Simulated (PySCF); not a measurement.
PySCF 2.14.0, DF-MP2 (frozen core)/cc-pvdz, df: Si(Me)(NMe2)2(nPr) (CCC[Si](C)(N(C)C)N(C)C), 33 atoms. The geometry is a generated start, not checked to be a minimum at this level.

task: df-mp2
basis: cc-pvdz
two-electron scheme: density fitting
frozen core: true
mf.init_guess: minao (default)
mf.DIIS: CDIIS (default)
mf.diis_space: 8 (default)
mf.conv_tol: 1e-09 (default)
basis functions (reference run): 268

On 4 threads, 1 BLAS thread. Build: conda-forge: OpenMP (GNU), OpenBLAS with its own threads, libcint, Libxc. One run each, on a shared machine, so no times are given.

Values of mol.max_memory tried: 8000 MB, 4000 MB, 2000 MB, 1000 MB, 500 MB, 300 MB, 200 MB.

### Question
How low can the memory setting go, and what changes on the way?

### Answer
It runs down to 200 MB, the lowest tried, with the same result. At 8000 MB: fitted integrals in memory. From 500 MB down: fitted integrals in a file.

| mol.max_memory | path | peak memory |
|---|---|---|
| 8000 MB | fitted integrals in memory | 0.86 GiB |
| 4000 MB | fitted integrals in memory | 0.86 GiB |
| 2000 MB | fitted integrals in memory | 0.86 GiB |
| 1000 MB | fitted integrals in memory | 0.65 GiB |
| 500 MB | fitted integrals in a file | 0.38 GiB |
| 300 MB | fitted integrals in a file | 0.26 GiB |
| 200 MB | fitted integrals in a file | 0.19 GiB |

Peak memory is the kernel's count for the largest process, libraries included and scratch files not. The peak passes the setting at 200 MB: it is no hard cap.
